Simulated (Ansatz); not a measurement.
**How far PBE and PBEsol part for hypothetical P4_2/mnm WTe2**

Start from WTe₂ (space group P4_2/mnm, No. 136; a = 6.6512 Å, c = 3.6767 Å; a hypothetical phase, not in the database extracts checked).

(Cell as relaxed with PBE.)

Levels (all Ansatz, an electronic-structure program, PAW, earlier PAW set): PBE (420 eV, no SOC); PBEsol (420 eV, without spin-orbit coupling).

Each level relaxes its own structure.

```csv
quantity,PBE,PBEsol
volume per atom,27.11 Å³,25.94 Å³
lattice parameter a,6.651 Å,6.596 Å
lattice parameter c,3.677 Å,3.577 Å
band gap,zero,zero
```

PBE's volume per atom lies 1.165 Å³ above PBEsol's (4.5 %); PBE's lattice parameter a lies 0.055 Å above PBEsol's (0.8 %); PBE's lattice parameter c lies 0.0992 Å above PBEsol's (2.8 %); the two agree on the band gap. Neither level is exact; PBEsol is the comparison here, not a measurement.

Whether these cells are dynamically stable was not tested. All final runs are without spin polarisation. WTe2 has a high density of states at the Fermi level and may be magnetic at this level.
